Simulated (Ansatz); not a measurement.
Total g(r) from a molecular-dynamics run [in the run: under uneven stress (diagonal components 0.9 GPa apart); Γ point only, which a denser mesh shifts by -0.4 GPa in pressure and 0.04 eV/Å in forces]. All values below come from PBE (plane waves, PAW; Ansatz, a quantum-chemistry and plane-wave program).

(r (Å), g(r)): (1.02, 0.00); (1.14, 0.00); (1.26, 0.00); (1.38, 0.00); (1.50, 0.00); (1.62, 0.00); (1.74, 0.00); (1.86, 0.02); (1.98, 1.62); (2.10, 3.97); (2.22, 1.71); (2.34, 0.26); (2.46, 0.09); (2.58, 0.34); (2.70, 0.71); (2.82, 1.09); (2.94, 1.53); (3.06, 1.51); (3.18, 1.23); (3.30, 1.06); (3.42, 0.70); (3.54, 0.65); (3.66, 0.98); (3.78, 1.42); (3.90, 1.26); (4.02, 0.80); (4.14, 0.81); (4.26, 0.99); (4.38, 0.82); (4.50, 0.64); (4.62, 0.73); (4.74, 1.13)

**Question.** Which system gave this curve?
A) Si7Ge, liquid, 1561 K (no melting point cited, so perhaps supercooled)
B) GaN (zinc blende; a metastable form), crystal, 285 K
C) Si15Sb, liquid, 2016 K
D) SnO2 (rutile type), crystal, 933 K

**Answer.** D, SnO2 (rutile type), crystal, 933 K
